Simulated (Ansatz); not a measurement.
Reference: SnO2 (P4_2/mnm), PBE, rigid bands (plane waves, PAW, scalar-relativistic; Ansatz, a first-principles code); axes and stresses refer to this cell.

```
CELL_PARAMETERS angstrom
      4.76912     0.00000     0.00000
      0.00000     4.76912     0.00000
      0.00000     0.00000     3.21204
ATOMIC_POSITIONS crystal
  Sn 0.00000 0.00000 0.00000
  Sn 0.50000 0.50000 0.50000
  O  0.30627 0.30627 0.00000
  O  0.69373 0.69373 0.00000
  O  0.80627 0.19373 0.50000
  O  0.19373 0.80627 0.50000
```

The hole mass along z is 2.0 mₑ. The electron conductivity mass is 0.196 mₑ and the hole mass along x is 1.45 mₑ.

After one change the values are hole mass along z 1.82 mₑ; electron conductivity mass 0.198 mₑ; hole mass along x 1.46 mₑ. Name the change that produced these shifts.
A) biaxial stress in the c plane of 6 GPa (compression positive)
B) hydrostatic pressure of -6 GPa (compression positive)
C) hydrostatic pressure of -2 GPa (compression positive)

A, biaxial stress in the c plane of 6 GPa (compression positive)

Masses are for dilute carriers at 300 K, harmonic means over directions unless an axis is named. Spin-orbit coupling is left out unless a row names it. Stresses and pressures are the targets of the relaxation.  The structure type is held under load, also where the real crystal would transform.
